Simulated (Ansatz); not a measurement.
Levels about the gap of amorphous Si$_{30}$N$_{44}$Ge$_{3}$ (77 atoms in a cell of 884 Å³, 3.15 g/cm³; zone centre alone, so wide bands show as single levels with stretches between that a denser mesh fills), at the geometry that PBE relaxed, where it gives -1.2 GPa on a denser mesh. The participation number counts the atoms over which a state spreads; weights are charges in smoothed Voronoi cells. The levels come from a single point, so bond lengths are those of that geometry. Method of the levels: r2SCAN, scalar-relativistic without spin-orbit coupling (Ansatz, an electronic-structure program). Sampling: the zone centre alone; Fermi-Dirac width 0.01 eV; collinear spin, started from moments on atoms (the moments died out). At PBE the levels at the filled edge of the gap are localised (band-tail or defect states), and the nearest spread-out levels lie 2.5 eV apart at the zone centre.

Preparation: random packing, a CHGNet melt and quench, and a DFT relaxation. N atoms were pushed apart under 1.9 Å during the dynamics, to hinder bonds among them. The hot cell started wider than the set density and was brought back towards it in steps. It is the lowest in DFT energy of 2 quenches. It is a model cell: composition and starting density were chosen by hand, and all elements were melted together. No dispersion term was used. Its density started from a set value of 3.15 and ended at 3.15 g/cm³. The quench (nominally 300 K/ps over its main leg) was far faster than any real one, so the model tends to hold more defects than a real film. One small periodic cell is one sample of the glass; other quenches scatter about these values. The volume was held where the preparation left it and the shape relaxed, at a PBE pressure of -1.2 GPa (tension). Stress components on the final sampling reach 1.3 GPa.

```csv
"E - E(highest filled), eV",filling,spin,participation number,largest on,weight N,weight Si,weight Ge
-0.63,filled,dn,9.5,"N, 3 neighbours",0.91,0.09,0.01
-0.58,filled,up,15.7,"N, 3 neighbours",0.91,0.08,0.01
-0.58,filled,dn,15.7,"N, 3 neighbours",0.91,0.08,0.01
-0.28,filled,up,8.9,"N, 3 neighbours",0.75,0.10,0.15
-0.28,filled,dn,8.9,"N, 3 neighbours",0.75,0.10,0.15
0.00,filled,up,10.8,"N, 3 neighbours",0.74,0.10,0.17
0.00,filled,dn,10.8,"N, 3 neighbours",0.74,0.10,0.17
2.39,empty,dn,12.9,"Si, 4 neighbours",0.48,0.45,0.07
2.39,empty,up,12.9,"Si, 4 neighbours",0.48,0.45,0.07
2.80,empty,dn,18.0,"Si, 4 neighbours",0.47,0.44,0.09
2.80,empty,up,18.0,"Si, 4 neighbours",0.47,0.44,0.09
3.34,empty,dn,15.5,"Si, 4 neighbours",0.48,0.44,0.08
3.34,empty,up,15.5,"Si, 4 neighbours",0.48,0.44,0.08
3.58,empty,dn,27.2,"Si, 4 neighbours",0.43,0.51,0.06
```

Most localised among these is the filled level at -0.28 eV, on a N atom, which has 3 neighbours (N 1.60 Å, Si 1.67 Å, Si 1.76 Å).
